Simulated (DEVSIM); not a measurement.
Device: abrupt Si n-p junction, at 250 K.

Layer 1 from the left is Si, thickness (μm) 92.0, Nd (cm⁻³) 1.2e18, τn (s) 1.5e-5, τp (s) 1.5e-5. Layer 2 from the left is Si, thickness (μm) 1.60, Na (cm⁻³) 2.6e15, τn (s) 1.5e-5, τp (s) 1.5e-5.

Left contact: ohmic. Right contact: ohmic. Voltage is applied to the left contact. Recombination: SRH at mid-gap, Auger. Mobility is μmin + (μ − μmin)/(1 + (N/Nref)^α).

Constants are typed, rounded textbook-type inputs, not results; the design itself was drawn at random and stands for no fabricated device. Values at 300 K; Nc and Nv go as T^1.5, mobilities as T to minus their exponent, the gap by Varshni's rule with the affinity fixed.

Si: gap (eV) 1.124, affinity (eV) 4.05, permittivity 11.7, Nc (cm⁻³) 2.86e19, Nv (cm⁻³) 3.1e19, μn (cm²/Vs) 1417, μp (cm²/Vs) 470, μn,min 52, μp,min 45, Nref,n 9.7e16, Nref,p 2.2e17, αn 0.68, αp 0.72, T exponent of μn 2.3, T exponent of μp 2.2, Cn (cm⁶/s) 2.8e-31, Cp (cm⁶/s) 9.9e-32, Varshni α (eV/K) 0.000473, Varshni β (K) 636.

DEVSIM, 1D drift-diffusion, Boltzmann statistics, complete ionisation; no tunnelling, impact ionisation, image-force lowering or self-heating.

Dark forward current:

```tsv
|V| (V)	|J| (A/cm²)
0.05	5.919e-12
0.10	3.507e-11
0.15	2.363e-10
0.20	1.947e-9
0.25	1.801e-8
0.30	1.745e-7
0.35	1.720e-6
0.40	1.704e-5
0.45	0.0001689
0.50	0.001673
0.55	0.01654
0.60	0.1626
0.65	1.569
0.70	13.52
0.75	75.22
0.80	224.8
0.85	446.6
0.90	713.6
0.95	1009
1.00	1323
1.05	1649
1.10	1986
1.15	2329
```

**Question.** Work out the local ideality factor n = ΔV / (kT/q · ln(J2/J1)) between the rows 0.10 and 0.15 V, 0.40 and 0.45 V, 1.10 and 1.15 V.

**Answer.** kT/q = 21.54 mV. From 0.10 to 0.15 V: ln(2.363e-10/3.507e-11) = 1.908, n = 1.22. From 0.40 to 0.45 V: ln(0.0001689/1.704e-5) = 2.294, n = 1.01, near the 1 of diffusion or emission over a barrier. From 1.10 to 1.15 V: ln(2329/1986) = 0.159, n = 14.57.

**Question.** Estimate the current at 0.40 V from the Shockley equation with J0 = Σ q ni² D/(N L) coth(W/L), τ joining the SRH, radiative and Auger lifetimes that are on, and W taken as the whole layer.

**Answer.** ni² = 6.36e15 cm⁻⁶; holes in the n layer: μ = 212 cm²/Vs, D = 4.56 cm²/s, τ = 2.13e-6 s, L = 31.2 μm, W/L = 3.0, term 1.25e-18 A/cm²; electrons in the p layer: μ = 1990 cm²/Vs, D = 42.9 cm²/s, τ = 1.50e-5 s, L = 254 μm, W/L = 0.0063, term 1.05e-13 A/cm². J0 = 1.05e-13 A/cm², and J = J0 exp(qV/kT) = 1.22e-5 A/cm². The simulation gives 1.70e-5 A/cm²; the estimate lies 28 % below. The estimate leaves out recombination in the depletion region and that region's share of W.
